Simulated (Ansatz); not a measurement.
**InSb: pressure 15 GPa**

The reference is InSb in the zinc blende structure (space group F-43m, No. 216; a = 6.519 Å).

Perturbation: cell and atoms relaxed at a pressure of 15 GPa.

Calculations: PBEsol, PAW, 420 eV (Ansatz, a first-principles code; without spin-orbit coupling). k-mesh 12×12×12 (Γ-centred); smearing 0.05 eV (Fermi–Dirac).

The density rises by 1.335 g/cm³ to 7.01 g/cm³ and the lattice parameter a drops by 0.443 Å, from 6.519 Å to 6.076 Å. The shortest interatomic distance shrinks by 0.192 Å, from 2.823 Å to 2.631 Å and the enthalpy H = E + PV relative to the base's energy is +2.88 eV/atom. The band gap goes from zero to 0.81 eV and the gap character becomes indirect, Γ → a point along ⟨100⟩, about 0.9 Å⁻¹ from Γ (base: absent). The electron mass is 1.1 mₑ along k, 0.19 mₑ across (off the special points) and the hole mass (degenerate bands, along [100]) comes out as 0.048, 0.22, 0.22 mₑ (at Γ). The valley order (the lowest conduction-band minima on the path, energy above the VBM, named in the base's zone) comes out as a point along ⟨100⟩, about 0.8 Å⁻¹ from Γ 0.81 eV; L along ⟨111⟩ 0.84 eV; Γ 0.87 eV.

Spin-orbit coupling, missing from the scalar runs, can matter with Sb. Load acts through the strain it causes; cell and atoms are relaxed under it. Masses are band curvatures over ±0.01 Å⁻¹ around the edge. Along k means along the line from Γ to the band edge. Stability against distortions was not tested. Tetrahedral semiconductors of this kind turn to denser phases somewhere between about 1 and 50 GPa; those were not computed, so compressed cells here can lie past the real transition. All final runs are without spin polarisation. The zero or small gap of InSb can change with the level of theory.
